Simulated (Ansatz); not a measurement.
Start from SiC (space group P6_3mc, No. 186; a = 3.058 Å, c = 10.012 Å). Axes: x lies along a and z along c of the hexagonal cell.

Level of theory: LDA (Ansatz, a program for electronic structure; PAW; 420 eV plane waves; no spin-orbit coupling).

For the base:

```
Property   Result
--------  -------
Band gap  2.18 eV
```

The change: tensor shear ε_xz = +1.60 % (engineering shear γ = 0.0320); the atoms relax in the strained cell.

How does this affect the band gap?

The band gap falls by 0.15 eV, from 2.18 eV to 2.03 eV.

What does the calculation give for the stress after the change?

The stress (xx, yy, zz, yz, xz, xy; compression positive) comes out as (-0.14, 0.09, 0.14, 0.00, -5.18, 0.00) GPa.

Stability against distortions was not tested.
